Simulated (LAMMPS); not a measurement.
MD of Ag (fcc) at zero pressure, 4000 atoms, as a crystal; each row is its own run.

Level of theory: classical MD, pair style eam, the elements' _u3.eam files (universal-3 set of Foiles, Baskes and Daw); code LAMMPS.

```
T (K)  enthalpy (eV/atom)
-----  ------------------
200               -2.7976
300               -2.7709
560               -2.6992
740               -2.6480
1110              -2.5332
1300              -2.4649
```

Question: Fit a straight line, y = a + b x, to these rows (x is the first column, y the second) and predict the run at x = 930.

Answer: Least squares gives a = -2.8630 and b = 0.0003003. At x = 930 the fit predicts -2.5837 eV/atom. The run itself gave -2.5910 ± 0.0001 eV/atom, so the fit is 7.3 meV/atom high.

Caution (row 1300): this crystal lies over the melting point of about 1150 K that EAM-type universal-3 set of Foiles, Baskes and Daw gives, so it is superheated.
